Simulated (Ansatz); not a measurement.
The starting structures come from a database of crystals and need not be the phases stable at ambient conditions.

Tunnelling through a barrier is set by its complex band structure: the current falls as exp(−2κd) with the smallest κ.

Given:

```xyz
20
Lattice="6.4674 0.0000 0.0000 -2.3189 7.2973 0.0000 0.0000 0.0000 12.6418" Properties=species:S:1:pos:R:3 pbc="T T T"
Cs     2.9143     5.4531    11.5846
Cs     1.2342     1.8442     1.0572
Cs     4.4679     1.8442     5.2637
Cs    -0.3194     5.4531     7.3781
Ga     3.7253     1.3940     9.7510
Ga     0.4232     5.9033     2.8908
Ga     3.6570     5.9033     3.4301
Ga     0.4916     1.3940     9.2117
S     -1.0534     7.1435     4.1028
S      5.2019     0.1538     8.5390
S      1.9682     0.1538    10.4237
S      2.1803     7.1435     2.2181
S      3.0707     3.2240     8.5092
S      1.0778     4.0734     4.1326
S      4.3115     4.0734     2.1883
S     -0.1630     3.2240    10.4535
S      1.5999     2.2417     7.3963
S      2.5486     5.0556     5.2455
S     -0.6851     5.0556     1.0754
S      4.8336     2.2417    11.5664
```

Space group of this cell: P2_1/c. The cell is taken as given.

Transport runs along the normal of the first two printed cell vectors.

The gap is the functional's own, uncorrected, and κ follows it; spin-orbit coupling is left out. Mid-gap values are interpolated between the computed energies.

### Question
Give the band gap and the smallest decay constant κ at mid-gap that Ansatz (a program for electronic structure) with r2SCAN yields.

### Answer
Gap 2.94 eV on a 6×4×4 mesh; κ = 0.357 1/Å, at the zone centre.
